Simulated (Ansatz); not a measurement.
Given:

Host crystal: 3C silicon carbide, with a band gap (PBE, scalar-relativistic without spin-orbit coupling).

End structure of Li on the 1x1 (110) surface of 3C silicon carbide (cut with top plane C + Si), one in a 1x1 cell, started at the site 'hollow Si':

```
CELL_PARAMETERS angstrom
      3.09713     0.00000     0.00000
      0.00000     4.38000     0.00000
      0.00000     0.00000    27.00000
ATOMIC_POSITIONS crystal
  C  0.00000 0.73682 0.35704
  Si 0.50000 0.54251 0.36602
  C  0.50000 0.23708 0.41341
  Si 0.00000 0.99317 0.41191
  C  0.00000 0.74537 0.47117
  Si 0.50000 0.49527 0.47189
  C  0.50000 0.24344 0.52884
  Si 0.00000 0.99431 0.52829
  C  0.00000 0.74108 0.58574
  Si 0.50000 0.49279 0.58693
  C  0.50000 0.25019 0.64468
  Si 0.00000 0.01367 0.64025
  Li 0.00000 0.49436 0.68494
```

Model: 13-atom slab, 7.7 Å thick at the start under the adsorbate (thin: gaps and levels are the slab's own), 6x6x1 mesh, Fermi-Dirac 0.01 eV, dipole correction, 6 atoms held, the rest relaxed; start symmetry kept, larger cells not searched; spin-polarised, ending with about 1.0 μB a cell, a value that depends on the mesh; orders that need a larger cell were not tried, no spin-orbit, no U, no dispersion correction. The slab shows no gap over 0.04 eV on its mesh. At the end it is bonded to 2 C + 2 Si. In PBE it is, or lies within 0.03 eV of, the lowest of the starts that converged.

A negative adsorption energy means that the adsorbate is more stable on the surface than in its reference.

Estimate the change of the step from the bottom to the top vacuum level, against the clean slab that PBE in Ansatz (a first-principles code) returns for this input.

-2.62 eV

Estimate the adsorption energy against an atom of bcc Li that PBE returns for this input.

-0.84 eV
